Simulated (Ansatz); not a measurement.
NbP (I4₁md, No. 109; start mp-9339): properties by level of theory

| level (code) | lattice constant a (Å) | c axis length (Å) |
|---|---|---|
| LDA (Ansatz) | ? | ? |
| PBE (Ansatz) | 3.347 | ? |
| PBEsol (Ansatz) | 3.320 | ? |
| PBE-D3(BJ) (Ansatz) | 3.316 | 11.252 |
| PBE-D4 (Ansatz) | 3.327 | ? |

Question: What belongs in the gaps?

Answer: 
- LDA (Ansatz, an electronic-structure program), lattice constant a (Å): 3.304
- LDA (Ansatz), c axis length (Å): 11.230
- PBE (Ansatz), c axis length (Å): 11.428
- PBEsol (Ansatz), c axis length (Å): 11.289
- PBE-D4 (Ansatz), c axis length (Å): 11.322

Caveats: the relaxation could not lower the start's symmetry, so the cell can be a saddle point above a distorted one (LDA, PBE, PBEsol, PBE-D3(BJ), PBE-D4). Ansatz's density-functional and Hartree–Fock values are scalar-relativistic unless marked +SOC, with PAW data made under PBE.

Computed values are for the static lattice.

A start named mp-… is a Materials Project structure, which can be a computed phase never made.
